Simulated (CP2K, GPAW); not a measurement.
A CP2K input for a self-consistent single point of CaMg₃ (P-6m2, 4 atoms in the cell) (DFT LDA (Pade form), GPW, DZVP-MOLOPT-SR-GTH basis, GTH-PADE potentials (GTH_POTENTIALS)):

```
&GLOBAL
  PROJECT run
  RUN_TYPE ENERGY_FORCE
  PRINT_LEVEL LOW
&END GLOBAL
&FORCE_EVAL
  METHOD Quickstep
  STRESS_TENSOR ANALYTICAL
  &DFT
    BASIS_SET_FILE_NAME BASIS_MOLOPT
    POTENTIAL_FILE_NAME GTH_POTENTIALS
    &QS
      METHOD GPW
      EPS_DEFAULT 1E-10
    &END QS
    &MGRID
      CUTOFF 1000
      REL_CUTOFF 40
      NGRIDS 5
    &END MGRID
    &SCF
      SCF_GUESS ATOMIC
      EPS_SCF 1E-7
      MAX_SCF 100
      ADDED_MOS 8
      &DIAGONALIZATION
        ALGORITHM STANDARD
      &END DIAGONALIZATION
      &MIXING
        METHOD BROYDEN_MIXING
        ALPHA 0.2
        NBUFFER 8
      &END MIXING
      &SMEAR ON
        METHOD GAUSSIAN
        SIGMA [eV] 0.1
      &END SMEAR
    &END SCF
    &KPOINTS
      SCHEME MONKHORST-PACK 9 9 3
    &END KPOINTS
    &XC
      &XC_FUNCTIONAL PADE
      &END XC_FUNCTIONAL
    &END XC
    &PRINT
      &MO
        EIGENVALUES T
        OCCUPATION_NUMBERS T
        NDIGITS 8
        FILENAME mo
        &EACH
          QS_SCF 0
        &END EACH
        ADD_LAST NUMERIC
      &END MO
      &MULLIKEN OFF
      &END MULLIKEN
    &END PRINT
  &END DFT
  &SUBSYS
    &CELL
      ABC 3.40907000 3.40906981 10.88068000
      ALPHA_BETA_GAMMA 90.00000000 90.00000000 120.00000188
      PERIODIC XYZ
    &END CELL
    &COORD
      SCALED
      Ca       0.00000000     0.00000000     0.50000000
      Mg       0.00000000     0.00000000     0.00000000
      Mg       0.66666700     0.33333300     0.76455000
      Mg       0.66666700     0.33333300     0.23545000
    &END COORD
    &KIND Ca
      BASIS_SET DZVP-MOLOPT-SR-GTH-q10
      POTENTIAL GTH-PADE-q10
    &END KIND
    &KIND Mg
      BASIS_SET DZVP-MOLOPT-SR-GTH-q10
      POTENTIAL GTH-PADE-q10
    &END KIND
  &END SUBSYS
  &PRINT
    &FORCES ON
    &END FORCES
    &STRESS_TENSOR ON
    &END STRESS_TENSOR
  &END PRINT
&END FORCE_EVAL
```

Question: Translate this input to GPAW.

Answer: One input that does it (others would too):

```python
from ase import Atoms
from ase.units import GPa
from gpaw import GPAW, PW

atoms = Atoms(['Ca', 'Mg', 'Mg', 'Mg'],
              cell=[[3.409070, 0.000000, 0.000000],
                    [-1.704535, 2.952341, 0.000000],
                    [0.000000, 0.000000, 10.880680]],
              scaled_positions=[[0.000000, 0.000000, 0.500000],
                                [0.000000, 0.000000, 0.000000],
                                [0.666667, 0.333333, 0.764550],
                                [0.666667, 0.333333, 0.235450]],
              pbc=True)

calc = GPAW(mode=PW(800),
            xc='LDA',
            kpts=(9, 9, 3),
            occupations={'name': 'methfessel-paxton', 'width': 0.1, 'order': 0},
            nbands=-12,
            convergence={'density': 1e-05, 'energy': 1e-05},
            symmetry={'symmorphic': False, 'tolerance': 0.0005},
            maxiter=120)

atoms.calc = calc

energy = atoms.get_potential_energy()
print('Energy (eV):', round(energy, 6))
forces = atoms.get_forces()
print('Forces (eV/Ang):')
print(forces.round(5))
stress = atoms.get_stress()
print('Stress (GPa, Voigt):', (stress / GPa).round(4))
```

Basis, cutoffs, solver keys and any potentials are the target program's own. This input uses DFT LDA (Perdew-Wang 92), plane waves, GPAW PAW datasets LDA (gpaw-data 1.0.1). LDA parametrisations can differ slightly between programs.

The starting cell comes from a database of computed structures (which also holds hypothetical and non-ambient phases and stackings), without a prior relaxation at this level.
